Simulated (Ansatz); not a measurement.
BaCeO3 (Imma, No. 74, 10 atoms in the cell; start mp-3316; a measured phase of this formula has another space group), treated with PBEsol in Ansatz (plane waves, PAW).

Settings: plane-wave cutoff 520 eV, 8×8×8 k mesh, Fermi–Dirac smearing 0.01 eV, no spin polarisation, scalar-relativistic PAW data made under PBE.

Cell (relaxed with PBEsol):

```
CELL_PARAMETERS angstrom
     -3.08409     4.35289     3.12024
      3.08409    -4.35289     3.12024
      3.08409     4.35289    -3.12024
ATOMIC_POSITIONS crystal
  Ba 0.73863 0.98863 0.75000
  Ba 0.26137 0.01137 0.25000
  Ce 0.00000 0.50000 0.50000
  Ce 0.50000 0.50000 0.00000
  O  0.30026 0.00000 0.80026
  O  0.69974 0.00000 0.19974
  O  0.69974 0.50000 0.69974
  O  0.30026 0.50000 0.30026
  O  0.83798 0.58798 0.25000
  O  0.16202 0.41202 0.75000
```

Question: What does this level give for the band gap?

Answer: 
- band gap = 2.23 eV

Note: the 4f shell is treated without U or exact exchange, so its levels and filling can be wrong.

Spin–orbit coupling is not included.

Computing time: around 2.1 core-minutes (rough).

A start named mp-… is a Materials Project structure, which need not be a measured phase.

Ansatz is an electronic-structure program.
